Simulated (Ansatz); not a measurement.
System: 1T (CdI2-type) PtTe2. Method: PBE (Ansatz, a first-principles code, plane waves, PAW).

Numerical settings: plane-wave cutoff 520 eV, 18×18×12 k mesh (along the axes of the cell as run), Fermi–Dirac smearing 0.05 eV, scalar-relativistic PAW data made under PBE.

Results at a series of volumes:

```
V (Å³/atom)  E − E_lowest (meV/atom)
-----------  -----------------------
24.931                          5.40
25.450                          1.23
25.970                          0.00
26.489                          0.93
27.009                          3.35
```

Estimate the bulk modulus and its pressure derivative from these points.

V0 = 25.976 Å³/atom, B0 = 33.0 GPa, B′ = 16.0 (fit to the energies at full precision).

Shape and atoms are relaxed at each volume.

Note: for a layered or molecular solid the relaxed cell lies over 5 % above the published volume, where the minimum can be shallow; the cell comes from a level without a dispersion term, which matters for the spacing of layers, chains or molecules; the bulk modulus comes from volumes at which shape and atoms were relaxed.

Spin–orbit coupling is not included.

Cost on a shared machine: about 30 core-minutes (a rough figure).
